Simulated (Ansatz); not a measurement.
Functionals compared on a constructed model of the (110) surface of bcc Nb, a pseudomorphic layer of Ag in the host's stacking (bottom of the slab: a bare face, its two planes held), in Ansatz (plane waves, PAW). The structure was relaxed with PBE; the other rows are single points on it. Cutoff 420 eV (500 eV for r2SCAN).

Slab: 7 atoms, 14.5 Å thick at the start; k 14x14x1, smearing 0.1 eV, dipole-corrected; 2 atoms held, the rest relaxed; symmetry of the start imposed; no spin, no spin-orbit, no U. It is one candidate, not shown to be the stable structure of the face. These notes are the PBE run's.

| functional | work function of the top face (eV) | rough cost of the single point |
|---|---|---|
| PBE | 4.06 | – |
| RPBE | (withheld) | very roughly 70 core-seconds |
| r2SCAN | 3.96 | roughly 2.1 core-minutes |

**Question.** What belongs in the gaps?

**Answer.** 
- RPBE, work function of the top face (eV): 3.86

Ansatz is a first-principles code.
